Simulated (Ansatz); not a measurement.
Base system: Sn (space group I4_1/amd, No. 141; a = 5.886 Å, c = 3.184 Å).

Level of theory: r2SCAN, PAW, 500 eV (Ansatz, an electronic-structure program; spin-orbit coupling left out).

One change was made to it. Results:

The c/a ratio falls by 0.017 (0.541 → 0.524); the density increases by 2.41 g/cm³ to 9.56 g/cm³.

Question: Name the change that was made.
A. Sn → Si
B. Sn → Mo
C. Sn → Pb

Answer: B, Sn → Mo. For comparison, the c/a ratio in the other runs: Sn → Si gives 0.554; Sn → Pb gives 0.537.

Whether these cells are dynamically stable was not tested. As relaxed here, Mo and Pb are hypothetical phases, not in the database extracts checked. For Si in this form, whether it has been made was not checked. All final runs are without spin polarisation. This is not the structure that Si has at room temperature and ambient pressure.
